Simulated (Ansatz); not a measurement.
Start from TiP in the zinc blende structure (space group F-43m, No. 216; a = 5.5403 Å; a hypothetical phase, not in the database extracts checked; relaxed with 0.1 eV smearing). Axes: x, y, z lie along the cube axes.

All numbers come from Ansatz (a program for electronic structure) r2SCAN, scalar-relativistic without spin-orbit coupling.

Perturbation: a pure shear with ε_xy = ε_yx = 0.0316; the atoms relax in the strained cell.

Question: Predict the stress tensor and what it implies for the stiffness.

Answer: Stress of the strained cell less that of the base (GPa, compression positive):
```
    0.0    -0.7     0.0
   -0.7     0.0     0.0
    0.0     0.0    -0.4
```

Then −Δσ/γ with γ = 2ε = 0.0632 gives secant stiffness values (nonlinear terms included at this strain): C66 ≈ 10 GPa.

Whether these cells are dynamically stable was not tested. The final runs are not spin-polarised. TiP has a high density of states at the Fermi level and may be magnetic at this level.
